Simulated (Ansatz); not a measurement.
W, element substitutions

Start from W in the bcc (W type) structure (space group Im-3m, No. 229; a = 3.154 Å).

Each row replaces one element on all its sites; cell and atoms are relaxed.

Level of theory: PBEsol in Ansatz (plane waves to 420 eV, PAW, spin-orbit coupling left out).

Candidates:
(a) W → Ge
(b) W → Hf
(c) W → Re

For the base:

The lattice parameter a is 3.154 Å.

**Question.** Order them by lattice parameter a, lowest first.

**Answer.** (c) W → Re (3.085 Å), (a) W → Ge (3.313 Å), (b) W → Hf (3.490 Å)

Whether these cells are dynamically stable was not tested. For Ge and Re in this form, whether it has been made was not checked. The final runs are not spin-polarised. This is not the structure that Ge has at room temperature and ambient pressure. This is not the structure that Hf has at room temperature and ambient pressure. This is not the structure that Re has at room temperature and ambient pressure.

Ansatz is an electronic-structure program.
